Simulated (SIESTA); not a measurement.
A working SIESTA input for Zr5Sn (P-62m, 6 atoms in the cell) (DFT, LDA PW92, numerical atomic orbitals DZP, PseudoDojo LDA standard norm-conserving potentials (rewritten from UPF to PSML)):

```
# files in the folder: Zr.psml Sn.psml (PseudoDojo LDA standard)
SystemName  Zr5Sn
SystemLabel Zr5Sn

NumberOfAtoms                6
NumberOfSpecies              2
%block ChemicalSpeciesLabel
  1 40 Zr
  2 50 Sn
%endblock ChemicalSpeciesLabel
LatticeConstant              5.566500 Ang
%block LatticeVectors
     1.000000000    0.000000000    0.000000000
    -0.500000000    0.866025330    0.000000000
     0.000000000    0.000000000    0.924647445
%endblock LatticeVectors
AtomicCoordinatesFormat      Ang
%block AtomicCoordinatesAndAtomicSpecies
     2.783252783    1.606908393    0.000000000  1
    -0.000002783    3.213821607    0.000000000  1
    -0.899156745    1.557385034    2.573525000  1
     1.798313490    0.000000000    2.573525000  1
     1.884093255    3.263344966    2.573525000  1
     0.000000000    0.000000000    0.000000000  2
%endblock AtomicCoordinatesAndAtomicSpecies

XC.functional                LDA
XC.authors                   PW92
PAO.BasisSize                DZP
PAO.EnergyShift              0.005 Ry
MeshCutoff                   350 Ry
%block kgrid.MonkhorstPack
    7   0   0  0.0
    0   7   0  0.0
    0   0   7  0.0
%endblock kgrid.MonkhorstPack
OccupationFunction           FD
ElectronicTemperature        50.0 meV

MaxSCFIterations             150
SCF.Mixer.Method             Broyden
SCF.Mixer.Weight             0.1
SCF.Mixer.History            6
SCF.DM.Tolerance             1.0E-04
Diag.ParallelOverK           true
WriteForces                  true
```

The run converged in 11 iterations: free energy E − TS -9032.9254 eV; Fermi level (on the code's own zero) -5.81 eV; pressure -6.44 GPa; largest force (vector length) 0.003 eV/Å. Each of these slips is then made, one at a time:

(1)
```diff
+PAO.SplitNorm                0.001
+PAO.SplitTailNorm            false
```

(2)
```diff
+Spin                         spin-orbit
+%block DM.InitSpin
+  1 0.00 0.00 0.00
+  2 0.00 0.00 0.00
+  3 0.00 0.00 0.00
+  4 0.00 0.00 0.00
+  5 0.00 0.00 0.00
+  6 0.00 0.00 0.00
+%endblock DM.InitSpin
```

### Question
Predict the outcome of each change.

### Answer

(1) A split norm that is too small. The run converged in 19 iterations without an error; against the sound input the free energy goes up by 39.2 meV/atom, the pressure goes from -6.44 to -6.30 GPa and the largest force hardly changes (0.003 to 0.001 eV/Å). The full log also holds: “* WARNING: effective split_norm is quite small. Orbitals will be very similar.”.

(2) Spin-orbit coupling with scalar-relativistic potentials. The program stopped before any SCF iteration.

The starting cell comes from a database of computed structures (which also holds hypothetical and non-ambient phases and stackings), without a prior relaxation at this level. Values carry the incompleteness of an atom-centred basis. In the base run, with a pressure of about -6 GPa the cell is away from its equilibrium volume at this level.

Left out of this page: 3 runs of the series outside the window shown, repeating another row's setting, or not comparable.
